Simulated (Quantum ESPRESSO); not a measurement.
The steps of a band-structure calculation for AlAs (F-43m, 2 atoms in the cell) with Quantum ESPRESSO.

Level of theory: PBE, spin-orbit coupling, PSlibrary fully relativistic PAW (PBE) pseudopotentials (plane waves; Quantum ESPRESSO).

Step 1 (scf):

```fortran
&CONTROL
   calculation = 'scf'
   prefix = 'alas'
   outdir = './out'
   pseudo_dir = './'
   tprnfor = .true.
   tstress = .true.
/
&SYSTEM
   ibrav = 0
   nat = 2
   ntyp = 2
   ecutwfc = 35
   ecutrho = 210
   occupations = 'smearing'
   smearing = 'fd'
   degauss = 0.000734986
   noncolin = .true.
   lspinorb = .true.
/
&ELECTRONS
   conv_thr = 1.0d-10
   mixing_beta = 0.3
/
ATOMIC_SPECIES
Al    26.9815  Al.rel-pbe-n-kjpaw_psl.1.0.0.UPF
As    74.9216  As.rel-pbe-n-kjpaw_psl.1.0.0.UPF
ATOMIC_POSITIONS {crystal}
Al    0.0000000000    0.0000000000    0.0000000000
As    0.7500000000    0.7500000000    0.7500000000
K_POINTS {automatic}
5 5 5  0 0 0
CELL_PARAMETERS {bohr}
   0.0000000000     5.3628537691     5.3628537691
   5.3628537691     0.0000000000     5.3628537691
   5.3628537691     5.3628537691     0.0000000000
```

Step 2 (bands):

```fortran
&CONTROL
   calculation = 'bands'
   prefix = 'alas'
   outdir = './out'
   pseudo_dir = './'
   verbosity = 'high'
/
&SYSTEM
   ibrav = 0
   nat = 2
   ntyp = 2
   ecutwfc = 35
   ecutrho = 210
   occupations = 'smearing'
   smearing = 'fd'
   degauss = 0.000734986
   nbnd = 22
   noncolin = .true.
   lspinorb = .true.
/
&ELECTRONS
   conv_thr = 1.0d-10
   startingwfc = 'random'
   diago_thr_init = 1.0d-6
   diagonalization = 'cg'
/
ATOMIC_SPECIES
Al    26.9815  Al.rel-pbe-n-kjpaw_psl.1.0.0.UPF
As    74.9216  As.rel-pbe-n-kjpaw_psl.1.0.0.UPF
ATOMIC_POSITIONS {crystal}
Al    0.0000000000    0.0000000000    0.0000000000
As    0.7500000000    0.7500000000    0.7500000000
K_POINTS {crystal_b}
12
  0.00000000   0.00000000   0.00000000  11  ! G
  0.50000000   0.00000000   0.50000000   6  ! X
  0.50000000   0.25000000   0.75000000   4  ! W
  0.37500000   0.37500000   0.75000000  12  ! K
  0.00000000   0.00000000   0.00000000  10  ! G
  0.50000000   0.50000000   0.50000000   7  ! L
  0.62500000   0.25000000   0.62500000   4  ! U
  0.50000000   0.25000000   0.75000000   8  ! W
  0.50000000   0.50000000   0.50000000   7  ! L
  0.37500000   0.37500000   0.75000000   1  ! K
  0.62500000   0.25000000   0.62500000   4  ! U
  0.50000000   0.00000000   0.50000000   1  ! X
CELL_PARAMETERS {bohr}
   0.0000000000     5.3628537691     5.3628537691
   5.3628537691     0.0000000000     5.3628537691
   5.3628537691     5.3628537691     0.0000000000
```

Step 3 (bands.x):

```fortran
&BANDS
   prefix = 'alas'
   outdir = './out'
   filband = 'bands.dat'
   lsym = .false.
/
```

Output of bands (abridged):

```
     file Al.rel-pbe-n-kjpaw_psl.1.0.0.UPF: wavefunction(s)  3S 3P 3P renormalized

     Atomic positions and unit cell read from directory:
     ./out/alas.save/

     Message from routine setup:
     using ibrav=0 with symmetry is DISCOURAGED, use correct ibrav instead
     G-vector sticks info
     --------------------
     sticks:   dense  smooth     PW     G-vecs:    dense   smooth      PW
   [... lines left out ...]
     unit-cell volume          =     308.4735 (a.u.)^3
     number of k points=    75  Fermi-Dirac smearing, width (Ry)=  0.0007
   [... lines left out ...]
                       cart. coord. in units 2pi/alat
        k(    1) = (   0.0000000   0.0000000   0.0000000), wk =   0.0133333
        k(    2) = (   0.0000000   0.0642824   0.0000000), wk =   0.0133333
        k(    3) = (   0.0000000   0.1285649   0.0000000), wk =   0.0133333
   [... 72 lines left out ...]

     Dense  grid:    15905 G-vectors     FFT dimensions: (  36,  36,  36)

     Smooth grid:     8609 G-vectors     FFT dimensions: (  30,  30,  30)

     The potential is recalculated from file :
     ./out/alas.save/charge-density

     Band Structure Calculation
     CG style diagonalization

     ethr =  1.00E-06,  avg # of iterations = 32.8

     End of band structure calculation

          k = 0.0000 0.0000 0.0000 (  1067 PWs)   bands (ev):

    -7.0011  -7.0011   4.6168   4.6168   4.9145   4.9145   4.9145   4.9145
     6.8207   6.8207   9.0560   9.0560   9.0965   9.0965   9.0965   9.0965
    13.7430  13.7430  13.8272  13.8272  13.8272  13.8272

          k = 0.0000 0.0643 0.0000 (  1067 PWs)   bands (ev):

    -6.9740  -6.9740   4.4449   4.4449   4.7246   4.7246   4.8336   4.8337
     7.1219   7.1219   8.9786   8.9787   9.1933   9.1933   9.2150   9.2151
    13.4702  13.4702  13.8646  13.8646  13.9075  13.9076

   [... 73 blocks of this kind left out ...]
```

Output of bands.x (abridged):

```
     Reading xml data from directory:

     ./out/alas.save/
     file Al.rel-pbe-n-kjpaw_psl.1.0.0.UPF: wavefunction(s)  3S 3P 3P renormalized

     G-vector sticks info
     --------------------
     sticks:   dense  smooth     PW     G-vecs:    dense   smooth      PW
     Sum         847     559    163                15905     8609    1459

     Reading collected, re-writing distributed wavefunctions
     high-symmetry point:  0.0000 0.0000 0.0000   x coordinate   0.0000
     high-symmetry point:  0.0000 0.7071 0.0000   x coordinate   0.7071
     high-symmetry point:  0.3536 0.7071 0.0000   x coordinate   1.0607
     high-symmetry point:  0.5303 0.5303 0.0000   x coordinate   1.3107
     high-symmetry point:  0.0000 0.0000 0.0000   x coordinate   2.0607
     high-symmetry point:  0.3536 0.3536 0.3536   x coordinate   2.6730
     high-symmetry point:  0.1768 0.7071 0.1768   x coordinate   3.1060
     high-symmetry point:  0.3536 0.7071 0.0000   x coordinate   3.3560
     high-symmetry point:  0.3536 0.3536 0.3536   x coordinate   3.8560
     high-symmetry point:  0.5303 0.5303 0.0000   x coordinate   4.2891
     high-symmetry point:  0.1768 0.7071 0.1768   x coordinate   4.2891
     high-symmetry point:  0.0000 0.7071 0.0000   x coordinate   4.5391

     Plottable bands (eV) written to file bands.dat.gnu
     Bands written to file bands.dat

   JOB DONE.
```

The gap along the path is 1.33 eV.

The starting cell comes from a database of computed structures (which also holds hypothetical and non-ambient phases and stackings), without a prior relaxation at this level.
